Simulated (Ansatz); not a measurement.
Amorphous Hf17O36La, 54 atoms at 8.92 g/cm³, one PBE-relaxed geometry, zone centre. Methods: PBE, scalar-relativistic without spin-orbit coupling (Ansatz, a program for electronic structure); r2SCAN, scalar-relativistic without spin-orbit coupling (Ansatz); HSE06, scalar-relativistic without spin-orbit coupling (Ansatz). Plane waves to 420 eV (r2SCAN 500 eV); exact exchange is cut at the cell's faces. The usual formal charges leave 1 holes over, so the level spacing at the Fermi energy parts defect or band states and needn't be the band gap. In the spin-polarised cell the level spacing at the Fermi energy can part levels of unlike spin. At PBE the levels at the empty edge of the gap are localised (band-tail or defect states), and the nearest spread-out levels lie 3.9 eV apart at the zone centre.

It comes from a melt-quench run on a machine-learned potential (CHGNet), relaxed afterwards by DFT. O atoms were pushed apart under 1.9 Å during the dynamics, to hinder bonds among them. The hot cell started wider than the set density and was brought back towards it in steps. It is the lowest in DFT energy of 2 quenches. It is a model cell: composition and starting density were chosen by hand, and all elements were melted together. No dispersion term was used. Its density started from a set value of 8.79 and ended at 8.92 g/cm³. The quench (nominally 380 K/ps over its main leg) was far faster than any real one, so the model tends to hold more defects than a real film. Values belong to this one cell and scatter from quench to quench. Volume and shape were free in the relaxation.

The relaxation ran on the zone centre alone. At PBE the level spacing at the Fermi energy is 0.73 eV on a 2×2×2 Γ-centred mesh, and the spacing at the zone centre alone 0.82 eV.

Q: What zone-centre spacing does r2SCAN give, roughly?

A: 1.52 eV (+0.70 eV against PBE).

Q: What zone-centre spacing does HSE06 give, roughly?

A: 2.86 eV (+2.04 eV against PBE).

The highest filled and the lowest empty state spread over these numbers of atoms (participation numbers): PBE: 18.1 and 2.2; r2SCAN: 16.4 and 1.9; HSE06: 12.5 and 1.8.
